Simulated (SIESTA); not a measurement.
## A worked fit of the energy of slabs against their depth, with one run withheld: a (001) slab of LiF (cut from a parent of space group no. 225; 8 atoms in the cell)

```yaml
crystal:
  lattice:
    - [2.85819, 0.00000, 0.00000]
    - [-2.85819, 2.85819, 0.00000]
    - [0.00000, 0.00000, 20.06311]
  atoms:
    - { symbol: F, position: [0.00000, 0.50000, 0.44963] }
    - { symbol: F, position: [0.00000, 0.00000, 0.34890] }
    - { symbol: F, position: [0.00000, 0.50000, 0.65110] }
    - { symbol: F, position: [0.00000, 0.00000, 0.55037] }
    - { symbol: Li, position: [0.00000, 0.00000, 0.44963] }
    - { symbol: Li, position: [0.00000, 0.50000, 0.34890] }
    - { symbol: Li, position: [0.00000, 0.00000, 0.65110] }
    - { symbol: Li, position: [0.00000, 0.50000, 0.55037] }
```
(The smallest cell of the table.)

Method of the run: GGA PBE, numerical atomic orbitals DZP, PseudoDojo PBE standard norm-conserving potentials (rewritten from UPF to PSML) (SIESTA).

Base settings: XC.functional = GGA; XC.authors = PBE; potentials = PseudoDojo PBE standard; PAO.BasisSize = DZP; PAO.EnergyShift = 0.005 Ry; MeshCutoff = 400 Ry; kgrid.MonkhorstPack = 5 5 1; OccupationFunction = FD; ElectronicTemperature = 50 meV; PAO.Polarization.NonPerturbative = true.

The starting cell has typed, rounded lattice constants, without a prior relaxation at this level. The slab is cut from that crystal, and its faces are unrelaxed. Its lattice was rescaled by up to half a per cent. Spin polarisation is off, though cut faces can carry moments; a gap of a slab can lie between surface states. Values carry the incompleteness of an atom-centred basis.

Deep slabs follow E = 2Aγ + N·e, so a straight line through E against N gives the surface energy without a separate bulk run; a round N·e is taken off to keep the numbers short. The area A is 8.169 Å².

```
atoms N  E − N·(-435.112 eV) (eV)
-------  ------------------------
8                          0.3365
12                              ?
16                         0.1988
24                         0.0670
28                         0.0006
```

### Question
Fit the line to the 4 rows given and predict the withheld one.

### Answer
Means: x̄ = 19.000, ȳ = 0.15073. Σ(x − x̄)(y − ȳ) = -3.958 and Σ(x − x̄)² = 236.0, so b = -0.01677 and a = ȳ − b·x̄ = 0.46936; γ = a/2A = 0.460 J/m² (unrelaxed) and e = -435.1288 eV per atom. The largest residual of the fitted rows is 0.0022. At x = 12 the line gives 0.2681 eV. The run gave 0.2651 eV, a miss of 0.0030 eV. The table is a window of a longer ladder. The rows were chosen because the form fits them, the withheld one included, so this shows the method and is no test of the form.

Left out of this page: 1 run of the series outside the window shown, repeating another row's setting, or not comparable.
